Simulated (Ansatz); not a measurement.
Ag, pressure series

Take Ag in the fcc (Cu type) structure (space group Fm-3m, No. 225; a = 4.0015 Å) as the base.

Cell and atoms are relaxed at each pressure.

Method: DFT with LDA, PAW potentials and a 420 eV plane-wave cutoff in Ansatz (an electronic-structure program), spin-orbit coupling left out.

```
pressure (GPa)  volume per atom (Å³/atom)
--------------  -------------------------
-2                                 16.262
-1                                 16.138
0                                  16.018
2.1                                15.789
4.5                                15.548
9                                       ?
15                                 14.709
22.5                               14.249
30                                 13.863
```

Q: Fit the third-order Birch–Murnaghan form P(V) = (3B₀/2)[(V₀/V)^(7/3) − (V₀/V)^(5/3)]·[1 + (3/4)(B₀′ − 4)((V₀/V)^(2/3) − 1)] (squares taken in P) to the rows shown and predict the withheld row.

A: Least squares on the printed values gives V₀ = 16.019 Å³/atom, B₀ = 138 GPa, B₀′ = 5.6; this predicts 15.153 Å³/atom, and the run gives 15.151 Å³/atom, 0.002 lower.

Measured bulk modulus of Ag: 110 GPa (static lattice; corrected from measurement; as listed in H. Levämäki et al., Physical Review B (2014)); the computed value is 26 % above it.

Load acts through the strain it causes; cell and atoms are relaxed under it. No phonon test of stability was made. Competing high-pressure phases were not computed.
